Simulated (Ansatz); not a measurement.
Amorphous In10Ga10Zn5O35, 60 atoms at 6.08 g/cm³, one PBE-relaxed geometry, zone centre. Methods: PBE, scalar-relativistic without spin-orbit coupling (Ansatz, a program for electronic structure); r2SCAN, scalar-relativistic without spin-orbit coupling (Ansatz); HSE06, scalar-relativistic without spin-orbit coupling (Ansatz). Plane waves to 420 eV (r2SCAN 500 eV); exact exchange is cut at the cell's faces. At PBE the levels at the filled edge of the gap are localised (band-tail or defect states), and the nearest spread-out levels lie 1.1 eV apart at the zone centre. All rungs ran without spin polarisation.

Preparation: random packing, a CHGNet melt and quench, and a DFT relaxation. O atoms were pushed apart under 1.9 Å during the dynamics, to hinder bonds among them. The hot cell started wider than the set density and was brought back towards it in steps. It is the lowest in DFT energy of 2 quenches. It is a model cell: composition and starting density were chosen by hand, and all elements were melted together. No dispersion term was used. A short ab initio anneal came between quench and relaxation. Its density started from a set value of 6.08 and ended at 6.08 g/cm³. The quench (nominally 420 K/ps over its main leg) was far faster than any real one, so the model tends to hold more defects than a real film. A cell of this size samples the disorder only roughly. The volume was held where the preparation left it and the shape relaxed, at a PBE pressure of 1.7 GPa. Stress components on the final sampling reach 1.7 GPa.

The relaxation ran on the zone centre alone. At PBE the level gap is 0.75 eV on a 2×2×2 Γ-centred mesh, and the spacing at the zone centre alone 0.73 eV.

### Question
What zone-centre spacing does r2SCAN give, roughly?

### Answer
1.19 eV (+0.46 eV against PBE).

### Question
What zone-centre spacing does HSE06 give, roughly?

### Answer
2.32 eV (+1.59 eV against PBE).

The highest filled and the lowest empty state spread over these numbers of atoms (participation numbers): PBE: 7.0 and 54.7; r2SCAN: 6.9 and 53.6; HSE06: 7.0 and 53.1.
